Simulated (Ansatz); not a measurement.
The reference is NaCl in the zinc blende structure (space group F-43m, No. 216; a hypothetical phase, not in the database extracts checked).

```xyz
2
Lattice="0.0000 3.0883 3.0883 3.0883 0.0000 3.0883 3.0883 3.0883 0.0000" Properties=species:S:1:pos:R:3 pbc="T T T"
Cl     1.5441     1.5441     1.5441
Na     0.0000     0.0000     0.0000
```

Cartesian axes are those of the cell as printed.

The values are results of plane-wave PAW DFT at the r2SCAN level (Ansatz, a first-principles code, 500 eV), no SOC, not measurements.

Base values:

- Shortest interatomic distance: 2.675 Å

The change: a pure shear with ε_xz = ε_zx = 0.0069; the atoms relax in the strained cell.

Q: What does the calculation give for the stress after the change?

A: The stress (xx, yy, zz, yz, xz, xy; compression positive) is (0.00, 0.00, 0.00, 0.00, -0.08, 0.00) GPa.

Q: What does the calculation give for the shortest interatomic distance after the change?

A: The shortest interatomic distance is nearly the same (2.675 Å against 2.674 Å).

No phonon test of stability was made.
